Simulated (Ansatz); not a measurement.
BAs: energy against strain

BAs (zinc blende, F-43m, 13.685 Å³/atom at rest) under an equal strain ε in the (111) plane with the normal axis free, as in a coherent film. r2SCAN in Ansatz, a plane-wave DFT program (PAW, default set), 500 eV, 12×12×12 Γ-centred mesh, Fermi-Dirac smearing 0.05 eV; ions are relaxed within the symmetry of each cell.

Here s stands for strain and y for E less E0.

| strain (%) | E less E0 (meV/atom) |
|---|---|
| -1.25 | 5.23 |
| -0.83 | 2.28 |
| -0.42 | 0.58 |
| 0.00 | 0.00 |
| 0.42 | 0.56 |
| 0.83 | 2.18 |
| 1.25 | 4.90 |
| 2.50 | ? |

Fit y of the 7 rows that show it with a parabola. Least squares gives y = -0.002 - 0.1038·s + 3.2424·s². Residuals (row less fit): 0.036, -0.038, -0.034, 0.002, 0.034, 0.034, -0.034; standard error 0.043 (degrees of freedom: 4). Twice the quadratic coefficient over the volume, 2 × 3.2424 meV × 10⁴ × 0.1602 / 13.685 Å³, is twice the biaxial elastic modulus of this plane = 759 ± 6 GPa.

Task: What does the fit predict for y at s = 2.50, and how far is the calculated value from it?

Result: y = -0.002 - 0.1038 × 2.50 + 3.2424 × 2.50² = 20.004 meV/atom. The calculation gives 18.99 meV/atom, 1.014 meV/atom below the prediction (5.3 % of the range of y in the table). The row lies outside the fitted rows, so this is an extrapolation. From the scatter of the fitted rows alone, a prediction at this place has a standard error of 0.164 meV/atom, so the miss is 6.2 times that.

One order more, fitted to all 13 runs of the series, follows each within 0.01, so the miss is the next term of a smooth law. Rows are the converged runs of the series near zero and its far end; series whose fitted rows scatter by over a few per cent of the range, as at a crossing or softening among them, aren't shown in this form. Most that stay on the fit to the last digits aren't either.
